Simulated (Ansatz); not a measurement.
# Refining one setting for SrLaMnO4 (I4mm, 7 atoms in the cell)

```cif
data_LaMnO4Sr
_chemical_formula_sum 'Sr1 La1 Mn1 O4'
_space_group_name_H-M_alt 'P 1'
_space_group_IT_number 1
_cell_length_a 6.99670
_cell_length_b 6.99670
_cell_length_c 6.99670
_cell_angle_alpha 147.722
_cell_angle_beta 147.722
_cell_angle_gamma 46.296
loop_
_space_group_symop_operation_xyz
  'x, y, z'
loop_
_atom_site_label
_atom_site_type_symbol
_atom_site_fract_x
_atom_site_fract_y
_atom_site_fract_z
_atom_site_occupancy
Sr1 Sr 0.64320 0.64320 0.00000 1
La1 La 0.35656 0.35656 0.00000 1
Mn1 Mn 0.00283 0.00283 0.00000 1
O1 O 0.99443 0.49443 0.50000 1
O2 O 0.49443 0.99443 0.50000 1
O3 O 0.83219 0.83219 0.00000 1
O4 O 0.17636 0.17636 0.00000 1
```
Moments meant for the start (each program seeds them in its own way; μB, in the order of the atoms Sr La Mn O O O O): 0.0 0.0 4.0 0.0 0.0 0.0 0.0.

Method: PBEsol+U, PAW files made with PBE (plane waves; Ansatz, a program for electronic structure).

The starting cell comes from a database of computed structures (which also holds hypothetical and non-ambient phases and stackings), without a prior relaxation at this level. With one magnetic atom in the cell only a parallel order is possible. With U or open f shells several self-consistent states can exist. In the base run, with a pressure of about -6 GPa the cell is away from its equilibrium volume at this level. Ansatz's pressure includes its estimate of the finite-basis (Pulay) stress.

Held fixed: hamiltonian.xc = pbesol; hamiltonian.pseudopotentials = {kind: paw} (the program's default PAW files); hamiltonian.hubbard.sites = [{species: Mn, l: d, u_eff: 3.9}] eV; hamiltonian.hubbard.projectors = ortho-atomic; magnetization.spin_polarized = true; scf.occupations.method = fermi_dirac; scf.occupations.width = 0.1 eV.

ΔF is the free energy per atom less that of the last row (13 13 13).

The magnetic state is not the same in all runs (site moments differ, or a search went on to a lower state), so steps between rows are not convergence errors alone.

These are the values that this program gave, and no reference: magnets with a U can end in a higher state.

```
kpoints.mp_grid.grid  ΔF (meV/atom)  pressure (GPa)  largest force (eV/Å)  size of the net moment (μB/atom)  k-points  iterations
--------------------  -------------  --------------  --------------------  --------------------------------  --------  ----------
1 1 1                        1045.2           10.97                 4.334                              0.73         1          24
2 2 2                          0.55           -5.28                 0.563                              0.57         4          13
3 3 3                          -7.8           -5.70                 0.186                              0.57         6          15
4 4 4                         -0.33           -5.70                 0.116                              0.57        13          19
5 5 5                          1.49           -5.67                 0.140                              0.57        18          19
6 6 6                          1.10           -5.64                 0.183                              0.57        30          18
7 7 7                         -0.20           -5.63                 0.219                              0.57        40          18
8 8 8                         -0.35           -5.67                 0.182                              0.57        59          18
10 10 10                       0.13           -5.65                 0.186                              0.57       102          18
11 11 11                       0.06           -5.65                 0.187                              0.57       126          18
13 13 13                       0.00           -5.66                 0.186                              0.57       196          18
```

Pressure within 0.1 GPa of the last row: from kpoints.mp_grid.grid = 3 3 3 on; the one before it is off by 0.37 GPa.

Size of the net moment within 0.01 μB/atom of the last row: from kpoints.mp_grid.grid = 2 2 2 on; the one before it is off by 0.16 μB/atom.

Keys are those of Ansatz 0.2.
